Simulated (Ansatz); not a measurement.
CdTe has the cubic space group F-43m (No. 216), the zinc blende structure, Pearson symbol cF8. Conventional cell: a = 6.4893 Å, b = 6.4893 Å, c = 6.4893 Å, α = 90.00°, β = 90.00°, γ = 90.00°. Cd on 4a sees 4 Te at 2.810 Å (tetrahedral). Te on 4d has 4 Cd at 2.810 Å (tetrahedral). (Neighbours: up to the widest gap in distance over summed covalent radii, below 1.35, at either atom; cation-cation and far metal-metal contacts left out.)
(The calculation used a cell of 2 atoms; values per cell refer to that cell.)

Levels: band masses from Ansatz (an electronic-structure program) with r2SCAN with spin-orbit coupling, rigid bands; dielectric response from LDA (Ansatz).

Question: How strongly do carriers couple to polar optical modes here, and what mobility does that allow at 300 K?

Answer: electrons: mass 0.099 mₑ, α = 0.190, about 2200 cm²/(V·s) by the iterated Boltzmann equation for weak coupling; holes: mass 0.54 mₑ, α = 0.44, about 174 cm²/(V·s) by the iterated Boltzmann equation for weak coupling (ε∞ 9.3, static ε 11.9, LO 21 meV).

Model: isotropic Fröhlich coupling of one parabolic band to one effective longitudinal optical (LO) phonon, from the dielectric constants and phonon modes at the zone centre, chosen so that α equals the sum over the polar modes. Acoustic, nonpolar, intervalley and impurity scattering are left out, and they lower the mobility further; with several valleys or bands the averaged mass is a rough stand-in. Semilocal functionals tend to overestimate ε∞, which makes α low and the mobility high.
